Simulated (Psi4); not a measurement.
Psi4 1.11, TPSS/def2-svp: Y(Cl)2(OH) ([OH][Y]([Cl])[Cl]), 5 atoms. The geometry is a generated start, not checked to be a minimum at this level.

| Item | Result |
|---|---|
| task | energy |
| method | tpss |
| basis | def2-svp |
| memory | 3 GB |
| maxiter | 100 |
| keys of the molecule block | symmetry c1 |
| scf_type | df (default) |
| e_convergence | 1e-06 (default) |
| d_convergence | 1e-06 (default) |
| dft_radial_points | 75 (default) |
| dft_spherical_points | 302 (default) |
| effective core potentials | those of the basis set, past Kr |
| basis functions | 86 |
| grid points | 108841 |

```xyz
5

Y     -0.0187    -0.1732    -0.8810
Cl    -2.0245    -0.9456     0.1718
Cl    -0.7611     2.0908    -1.0585
O      1.1284    -0.1299     0.7057
H      1.6759    -0.8420     1.0620
```

Charge 0 and multiplicity 1 are set for this test and not shown to be the ground state.

With the defaults (diis = true, scf_initial_accelerator = adiis, damping_percentage = 0, guess = auto, which took SAD, diis_start = 1, level_shift = 0, level_shift_cutoff = 0.01, diis_max_vecs = 10) it converges in 10 SCF iterations. One run each on 2 threads, with these changes:
- scf_initial_accelerator = ediis
- guess = gwh
- diis_max_vecs = 20
- diis = false, scf_initial_accelerator = none, damping_percentage = 60
- guess = core
- diis_start = 4
- level_shift = 0.1, level_shift_cutoff = 0.001
- damping_percentage = 20
- guess = huckel

Q: Name the settings that don't reach the solution of the defaults.

A: No convergence: diis = false, scf_initial_accelerator = none, damping_percentage = 60 (the run ends without SCF convergence in 100 iterations). The rest reach the solution of the defaults.

| setting | SCF iterations | end |
|---|---|---|
| the defaults | 10 | same solution |
| level_shift = 0.1, level_shift_cutoff = 0.001 | 10 | same solution |
| scf_initial_accelerator = ediis | 10 | same solution |
| diis_max_vecs = 20 | 10 | same solution |
| guess = huckel | 11 | same solution |
| guess = gwh | 12 | same solution |
| guess = core | 14 | same solution |
| diis_start = 4 | 18 | same solution |
| damping_percentage = 20 | 20 | same solution |
| diis = false, scf_initial_accelerator = none, damping_percentage = 60 | 100 | no convergence |

1 further run of the study ended by our limits or in an error and is left out.
